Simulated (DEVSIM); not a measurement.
## Ge p-n junction from an implanted or diffused profile

System: Ge p-n junction from an implanted or diffused profile, at 300 K.

```csv
layer (left to right),material,thickness (μm),Nd (cm⁻³),τn (s),τp (s)
1,Ge,4.50,6.1e15,0.00027,0.00027
```

Added acceptor profile: 2.5e17 cm⁻³ × exp(−(x − 0.047 μm)²/(2·(0.098 μm)²)). Left contact: ohmic. Right contact: ohmic. Voltage is applied to the left contact. Recombination: SRH at mid-gap, Auger. Mobility is constant in doping.

Constants are typed, rounded textbook-type inputs, not results; the design itself was drawn at random and stands for no fabricated device. Values at 300 K.

```tsv
parameter	Ge
gap (eV)	0.664
affinity (eV)	4
permittivity	16
Nc (cm⁻³)	1.04e19
Nv (cm⁻³)	6e18
μn (cm²/Vs)	3900
μp (cm²/Vs)	1900
Cn (cm⁶/s)	1e-31
Cp (cm⁶/s)	1e-31
```

Simulated with DEVSIM: 1D drift-diffusion, Boltzmann statistics, complete ionisation; no tunnelling, impact ionisation, image-force lowering or self-heating.

| Item | Value |
|---|---|
| Potential step across the device at zero bias | 0.386 V |
| Dark forward voltage at 1 A/cm² | 0.149 V |
| Dark forward voltage at 100 A/cm² | 0.276 V |

Dark reverse current:

```
V (V)  J (A/cm²)
-----  ---------
-0.20    -0.0033
-0.50    -0.0034
-1.00    -0.0035
-1.50    -0.0035
-2.00    -0.0036
-3.00    -0.0037
-4.00    -0.0039
-5.00    -0.0040
-6.50    -0.0042
```

Dark forward current:

```csv
V (V),J (A/cm²)
0.05,0.019
0.10,0.15
0.15,1.1
0.20,7.2
0.25,45
0.30,220
0.35,710
0.40,1700
0.45,3300
```
